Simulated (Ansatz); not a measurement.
The reference is Ga$_{2}$O$_{3}$ in the corundum structure (space group R-3c, No. 167; a = 4.985 Å, c = 13.442 Å (hexagonal axes)). Axes: x lies along a and z along c of the hexagonal cell.

The values are results of plane-wave PAW DFT at the r2SCAN level (Ansatz, a first-principles code, 500 eV), spin-orbit coupling left out, not measurements.

One thing is altered: the cell is scaled by 0.9958 in all directions; the atoms relax in the strained cell.

Task: Predict the stress tensor and what it implies for the stiffness.

Result: Stress of the strained cell less that of the base (GPa, compression positive):
```
   3.19    0.00    0.00
   0.00    3.19    0.00
   0.00    0.00    2.81
```

Then B = −ΔP/(ΔV/V₀) with ΔV/V₀ = -0.0125 gives secant stiffness values (nonlinear terms included at this strain): B (at held cell shape, above the free-shape value) ≈ 244 GPa.

Whether these cells are dynamically stable was not tested.
